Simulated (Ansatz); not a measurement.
Input and output of a self-consistent single point for Pt (Fm-3m, 1 atom in the cell) (Ansatz, a program for electronic structure).

Computed with PBEsol, default PAW files made with PBE (plane waves; Ansatz).

```yaml
crystal:
  lattice:
    - [0.00000, 1.95412, 1.95412]
    - [1.95412, 0.00000, 1.95412]
    - [1.95412, 1.95412, 0.00000]
  atoms:
    - { symbol: Pt, position: [0.00000, 0.00000, 0.00000] }
```

Reference input (self-consistent single point, DFT, PBEsol, plane waves, default PAW files made with PBE): basis.ecutwfc = 420 eV; kpoints.mp_grid.grid = 14 14 14; hamiltonian.xc = pbesol; hamiltonian.pseudopotentials = {kind: paw} (the program's default PAW files); scf.occupations.method = gaussian; scf.occupations.width = 0.1 eV. This run's input differs from it in these lines:

Ansatz 0.2 input:
```diff
@@ -8,3 +8,3 @@
 basis:
-  ecutwfc: 420.0
+  ecutwfc: 145.0
 kpoints:
```

Log, with long lists cut:

```
SCF iter   1: F=—  HF=-12336.639423 eV  |F-HF|=—  |Δ(HF+E_count)|=         —  Δρ=4.86e-1  dr2=2.42e1  ethr=1.77e-3  ⟨swp⟩=4.5  Hψ=6348  notcnv=0
all-band conjugate gradients solve this SCF's bands
preconditioner: auto → none
SCF iter   2: F=—  HF=-12327.781997 eV  |F-HF|=—  |Δ(HF+E_count)|=    8.86e0  Δρ=2.77e-1  dr2=7.23e0  ethr=1.77e-3  ⟨swp⟩=2.0  Hψ=3528  notcnv=0  defer=7
SCF iter   3: F=—  HF=-12323.781402 eV  |F-HF|=—  |Δ(HF+E_count)|=    4.00e0  Δρ=1.76e-2  dr2=2.51e-2  ethr=1.77e-3  ⟨swp⟩=2.5  Hψ=3302  notcnv=0  defer=7
SCF iter   4: F=—  HF=-12323.804207 eV  |F-HF|=—  |Δ(HF+E_count)|=   2.28e-2  Δρ=1.46e-3  dr2=8.87e-5  ethr=1.39e-4  ⟨swp⟩=2.0  Hψ=2270  notcnv=0  defer=7
SCF iter   5: F=—  HF=-12323.804126 eV  |F-HF|=—  |Δ(HF+E_count)|=   8.16e-5  Δρ=9.67e-5  dr2=5.84e-7  ethr=4.93e-7  ⟨swp⟩=2.5  Hψ=2090  notcnv=0  defer=7
SCF iter   6: F=-12323.804126 eV  HF=-12323.804126 eV  |F-HF|=5.87e-9  |Δ(HF+E_count)|=   2.45e-7  Δρ=7.36e-6  dr2=8.22e-9  ethr=5.56e-10  ⟨swp⟩=4.5  Hψ=5259  notcnv=0
SCF 1 converged in 6 iterations: F = -12323.804126 eV  dr2 = 8.22e-9
Free energy (F): -12323.804126 eV
Internal energy: -12323.799160 eV  (E = F + TS)
E sigma→0 (E₀):  -12323.801643 eV
Entropy (-TS):   -0.004966 eV (-4.966 meV/atom)
Fermi energy:    24.762139 eV
--- Forces (eV/Å), atoms counted from 1 ---
  atom   1  Pt    -0.00000000    -0.00000000    -0.00000000
--- Stress (GPa, compression-positive) ---
     -132.712213       0.000000      -0.000000
        0.000000    -132.712213      -0.000000
       -0.000000       0.000000    -132.712213
  P = ⅓ Tr σ = -132.7122 GPa (-1327.122 kbar)
  The stress holds the Pulay correction. Without it, at fixed plane waves, as pw.x and ABINIT print it: P = -1944.2261 GPa
```

The run converged in 6 iterations. Against the reference run the free energy goes up by 60.0 eV/atom and the pressure goes from 2.09 to -132.7 GPa.

The starting cell has typed, rounded lattice constants, without a prior relaxation at this level. Its lattice was rescaled by up to half a per cent. Spin polarisation is off. Ansatz's pressure includes its estimate of the finite-basis (Pulay) stress. Without the estimate this run gives -1944.23 GPa. The cutoff lies below the one recommended for these files.
